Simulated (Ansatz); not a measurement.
For TiGe (model structure, started from the CoSn type, P6/mmm, No. 191, 6 atoms in the cell), PBEsol (plane waves, PAW; Ansatz, a quantum-chemistry and plane-wave program) gives:

```
Quantity                      Value
-------------------  --------------
lattice parameter a         5.426 Å
lattice parameter c         4.316 Å
formation enthalpy   -0.333 eV/atom
```

**Question.** What does PBE-D3(BJ) (Ansatz, plane waves, PAW) give for the same quantities?

**Answer.** 
- lattice constant a: 5.430 Å (rises by 0.1 %)
- lattice parameter c: 4.308 Å (falls by 0.2 %)
- formation enthalpy: -0.290 eV/atom (moves by +0.043 eV/atom)

Changes are worked out from the printed values.

Unless a cell is named, each level is at its own relaxed cell (PBEsol 18.34, PBE-D3(BJ) 18.33 Å³/atom).

Ansatz's density-functional and Hartree–Fock values are scalar-relativistic unless marked +SOC, with PAW data made under PBE.

A model structure was made by putting elements into a prototype or built by hand; it is no filed structure, need not be a known phase, and can be a saddle point held by its symmetry.
